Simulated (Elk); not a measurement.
Input and output of a self-consistent single point for YbH₂ (Fm-3m, 3 atoms in the cell) (Elk).

Computed with PBEsol, all-electron FP-LAPW, Elk's shipped species files, default APW+lo basis in Elk.

```xyz
3
Lattice="0.0000 2.7004 2.7004 2.7004 0.0000 2.7004 2.7004 2.7004 0.0000" Properties=species:S:1:pos:R:3 pbc="T T T"
Yb     0.0000     0.0000     0.0000
H      4.0506     4.0506     4.0506
H      1.3502     1.3502     1.3502
```

Reference input (self-consistent single point, DFT, LDA (PW92), all-electron FP-LAPW, Elk's shipped species files, default APW+lo basis): swidth = 0.00183747 Ha; ngridk = 9 9 9; rmtscf = 0.99; maxscl = 100. This run's input differs from it in these lines:

```diff
@@ -2,2 +2,5 @@
   0
+
+xctype
+  22
```

The program printed (abridged):

```
│ Self-consistent loop started │
│ Loop number : 1 │
 total energy                :     -13890.0106174
│ Loop number : 2 │
 total energy                :     -13937.7762725
RMS change in Kohn-Sham potential (target) :    311.4483395     (  0.1000000000E-05)
Absolute change in total energy (target)   :    47.76565516     (  0.1000000000E-03)
│ Loop number : 3 │
 total energy                :     -12890.4901180
RMS change in Kohn-Sham potential (target) :    549.4068357     (  0.1000000000E-05)
Absolute change in total energy (target)   :    1035.344741     (  0.1000000000E-03)
│ Loop number : 4 │
   [... lines left out ...]
Absolute change in total energy (target)   :    4.783615011     (  0.1000000000E-03)
│ Loop number : 98 │
 total energy                :     -13983.3973326
RMS change in Kohn-Sham potential (target) :   0.4385504311     (  0.1000000000E-05)
Absolute change in total energy (target)   :    4.784818568     (  0.1000000000E-03)
│ Loop number : 99 │
 total energy                :     -13981.3169737
RMS change in Kohn-Sham potential (target) :   0.9921165381     (  0.1000000000E-05)
Absolute change in total energy (target)   :    3.276563621     (  0.1000000000E-03)
│ Loop number : 100 │
Reached self-consistent loops maximum

Energies :
 Fermi                       :     0.494909397569
 total energy                :     -13991.6886982

Density of states at Fermi energy :    12.75836718
 (states/Hartree/unit cell)

Estimated indirect band gap :   0.1020946905E-01
 from k-point     34 to k-point     29
Estimated direct band gap   :   0.1542419116E-01
 at k-point     29

Charges :
 core                        :    46.00000000
 valence                     :    26.00000000
 interstitial                :    3.378804195
 muffin-tins (core leakage)
  species :    1 (Yb)
   atom    1                 :    66.96388928     (  0.8302478705E-09)
  species :    2 (H)
   atom    1                 :   0.8286532610     (   0.000000000    )
   atom    2                 :   0.8286532610     (   0.000000000    )
 total in muffin-tins        :    68.62119581
 total calculated charge     :    72.00424454
 total charge                :    72.00000000
 error                       :   0.4244542503E-02

│ Self-consistent loop stopped │
```

The run ended unconverged after 100 iterations. 

The starting cell comes from a database of computed structures (which also holds hypothetical and non-ambient phases and stackings), without a prior relaxation at this level. Spin-orbit coupling is off. Values depend on the basis (sphere radii, cutoffs, local orbitals), which need not be converged.

Cost on one core of a shared machine: roughly 2 min.
